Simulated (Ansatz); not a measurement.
A computed series for WSe2: response to strain

Base system: WSe2 (space group P6_3/mmc, No. 194; a = 3.2790 Å, c = 12.7862 Å; layered, stacked along the Cartesian z axis). Axes: x lies along a and z along c of the hexagonal cell.

Strains are applied to the cell and any free atomic positions relax; under biaxial strain the out-of-plane vector relaxes too.

Computed with DFT with PBE-D3(BJ), PAW potentials and a 420 eV plane-wave cutoff in Ansatz (a first-principles code), without spin-orbit coupling.

Notes on the quantities. pressure: mean of the normal stresses, compression positive.

```csv
change,out-of-plane strain,pressure,smallest direct gap,gap character,shortest interatomic distance
base,–,0.0 kbar,1.57 eV,"indirect, Γ → K–Γ (47 % along)",4.788 bohr
"biaxial strain −3.00 %, plane normal [001], relaxed out of plane",+1.19 %,52.7 kbar,1.61 eV,"indirect, K → K–Γ (47 % along)",4.758 bohr
"biaxial strain −2.40 %, plane normal [001], relaxed out of plane",+0.94 %,41.1 kbar,1.67 eV,"indirect, K → K–Γ (47 % along)",4.764 bohr
"biaxial strain −1.80 %, plane normal [001], relaxed out of plane",+0.69 %,30.1 kbar,1.74 eV,"indirect, Γ → K–Γ (47 % along)",4.769 bohr
"biaxial strain −1.20 %, plane normal [001], relaxed out of plane",+0.46 %,19.6 kbar,1.73 eV,"indirect, Γ → K–Γ (47 % along)",4.775 bohr
"biaxial strain −0.60 %, plane normal [001], relaxed out of plane",+0.24 %,9.5 kbar,1.64 eV,"indirect, Γ → K–Γ (47 % along)",4.782 bohr
```

Spin-orbit coupling, missing from the scalar runs, can matter with W. Gaps are read on the SCF mesh and a high-symmetry path. Stability against distortions was not tested.
